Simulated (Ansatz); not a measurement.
An Ansatz (a quantum-chemistry and plane-wave program) run: BaHfO3; Ansatz, PBEsol, PAW, cutoff 420 eV, no spin-orbit coupling.

Input:

Ansatz 0.2 input:
```yaml
crystal:
  lattice:
    - [4.1575300683, 0, 0]
    - [0, 4.1575300683, 0]
    - [0, 0, 4.1575300683]
  atoms:
    - { symbol: Ba, position: [0, 0, 0] }
    - { symbol: Hf, position: [0.5, 0.5, 0.5] }
    - { symbol: O, position: [0.5, 0, 0.5] }
    - { symbol: O, position: [0, 0.5, 0.5] }
    - { symbol: O, position: [0.5, 0.5, 0] }
basis: { ecutwfc: 420, ecutrho_ratio: 4, xc_grid: 2, fft_grid_basis: typed }
kpoints: { mp_grid: { grid: [8, 8, 8] } }
hamiltonian:
  xc: pbesol
  dispersion: none
  pseudopotentials: { kind: paw }
scf: { occupations: { method: fermi_dirac, width: 0.05 }, convergence: { dr2_threshold: 0.0000000005 } }
output: { forces: true, stress: true }
checkpoint: { write: state.ck, write_every: 1000 }
```

Output:

```
WARN ansatz: RAYON_NUM_THREADS=1 ignored (pool sized by the plan → 1); use --threads N
Pseudopotentials: kind: paw
Pseudopotential: Ba, paw, valence charge 10
Pseudopotential: Hf, paw, valence charge 26
Pseudopotential: O, paw, valence charge 6
Functional definition: PBEsol
Crystal: 5 atoms, lattice volume = 71.863 Å³
Basis set: ecut = 420 eV, 1365 PW (Γ), exchange–correlation on 60×60×60 points (8 copies of the dense FFT grid, shifted against one another)
Bands: 32, of which v1, the nominal top of the filled ones, is band 27 counted from 1 (26 counted from 0)
Symmetry: 48 space group operations
Space group: Pm-3m (ITA 221), of the structure as read, at distance tolerance 4.2e-5 Å
k-points: 35 of 512
PAW frozen core: Ba, regenerated for the run's functional, and the local potential with it
PAW frozen core: Hf, regenerated for the run's functional, and the local potential with it
PAW frozen core: O, regenerated for the run's functional, and the local potential with it
Initial density: superposition of atomic densities (neutral atoms: chi_scale 0, normalization atom), corrected by the library's trained network
Initial wavefunctions: pseudopotential atomic-orbital guess
Eigensolver: davidson
Functional: x = pbesol(κ = 0.804, μ = 0.12345679012345678), c = pbesol(β = 0.046)
SCF iter   1: F=—  HF=-23152.660281 eV  |F-HF|=—  |Δ(HF+E_count)|=         —  Δρ=1.66e-2  dr2=1.68e-1  ethr=1.77e-3  ⟨swp⟩=7.6  Hψ=4917  notcnv=0
all-band conjugate gradients solve this SCF's bands
preconditioner: auto → Resta (q_TF=auto, 2.601 Å⁻¹)
SCF iter   2: F=—  HF=-23152.618643 eV  |F-HF|=—  |Δ(HF+E_count)|=   4.16e-2  Δρ=3.53e-3  dr2=4.25e-3  ethr=3.12e-4  ⟨swp⟩=2.7  Hψ=2321  notcnv=0  defer=33
SCF iter   3: F=—  HF=-23152.617710 eV  |F-HF|=—  |Δ(HF+E_count)|=   9.33e-4  Δρ=1.18e-3  dr2=6.31e-4  ethr=7.88e-6  ⟨swp⟩=2.0  Hψ=2032  notcnv=0  defer=35
SCF iter   4: F=—  HF=-23152.617808 eV  |F-HF|=—  |Δ(HF+E_count)|=   9.82e-5  Δρ=4.72e-4  dr2=1.19e-4  ethr=1.17e-6  ⟨swp⟩=2.4  Hψ=1923  notcnv=0  defer=35
SCF iter   5: F=—  HF=-23152.617769 eV  |F-HF|=—  |Δ(HF+E_count)|=   3.92e-5  Δρ=9.02e-5  dr2=4.48e-6  ethr=2.20e-7  ⟨swp⟩=2.1  Hψ=1950  notcnv=0  defer=35
SCF iter   6: F=—  HF=-23152.617808 eV  |F-HF|=—  |Δ(HF+E_count)|=   3.89e-5  Δρ=3.03e-5  dr2=6.02e-7  ethr=8.29e-9  ⟨swp⟩=2.0  Hψ=2012  notcnv=0  defer=35
SCF iter   7: F=—  HF=-23152.617808 eV  |F-HF|=—  |Δ(HF+E_count)|=   2.56e-8  Δρ=4.97e-6  dr2=1.99e-8  ethr=1.11e-9  ⟨swp⟩=2.0  Hψ=1880  notcnv=0  defer=35
SCF iter   8: F=—  HF=-23152.617808 eV  |F-HF|=—  |Δ(HF+E_count)|=   1.19e-8  Δρ=2.00e-6  dr2=2.66e-9  ethr=3.69e-11  ⟨swp⟩=2.5  Hψ=2061  notcnv=0  defer=35
SCF iter   9: F=-23152.617808 eV  HF=-23152.617808 eV  |F-HF|=9.46e-11  |Δ(HF+E_count)|=  5.46e-10  Δρ=3.38e-7  dr2=5.65e-11  ethr=1.00e-12  ⟨swp⟩=5.3  Hψ=4789  notcnv=0
SCF 1 converged in 9 iterations: F = -23152.617808 eV  dr2 = 5.65e-11
SCF converged after 9 iterations
Free energy (F): -23152.617808 eV
Harris-Foulkes:  -23152.617808 eV  (|F-HF|=9.46e-11)
Internal energy: -23152.617808 eV  (E = F + TS)
E sigma→0 (E₀):  -23152.617808 eV
Fermi energy:    13.416028 eV
--- Per-component energies (eV) ---
  E_band       = -38.559293
  E_kinetic    = 1117.145259
  E_local      = -7977.071699  (includes V_loc(G=0)·N_el)
  E_nonlocal   = -1033.692710
  E_hartree    = 3632.442807
  E_xc         = -685.647161
  E_vxc        = -685.394406  (∫ρ·V_xc dr)
  E_paw        = -12405.060941  (= ΣΔE_a)
  E_vpaw       = 1275.560670  (= ΣTr[D̂ρ^β])
  E_aug_tail   = 0.007480  (compensation charges beyond the density's cutoff)
  E_ewald      = -5802.249231
  E_core_change = 1.508388  (= ΣΔE_core)
  E_smearing   = -0.000000  (= −TS)
  E_closure    = -0.000000  (closes the sum)
  Σ components = -23152.617808   (vs F -23152.617808, Δ=0.00e0)
  [band-id]    e_kinetic+e_local+e_nonlocal+2·e_hartree+e_vxc+e_vpaw+e_augmentation_tail = -38.559792   (vs E_band -38.559293, Δ=-5.00e-4)
--- Forces (eV/Å), atoms counted from 1 ---
  atom   1  Ba     0.00000000     0.00000000     0.00000000
  atom   2  Hf     0.00000000     0.00000000     0.00000000
  atom   3  O      0.00000000     0.00000000    -0.00000000
  atom   4  O      0.00000000    -0.00000000     0.00000000
  atom   5  O     -0.00000000    -0.00000000     0.00000000
  max |Σ_I F_I| component: 1.75e-28 eV/Å
--- Stress (GPa, compression-positive) ---
       -0.003882       0.000000       0.000000
        0.000000      -0.003882       0.000000
        0.000000       0.000000      -0.003882
  P = ⅓ Tr σ = -0.0039 GPa (-0.039 kbar)
  The stress holds the Pulay correction. Without it, at fixed plane waves, as pw.x and ABINIT print it: P = -0.5813 GPa
  The stress includes an estimate of the error left by incomplete SCF convergence (largest component 0.0002 GPa).
--- Band table ---
  band table: none
```

With Hf present, leaving out spin-orbit coupling can change the band edges. No phonon test of stability was made. The cell is BaHfO$_{3}$ in the cubic perovskite structure (space group Pm-3m, No. 221).
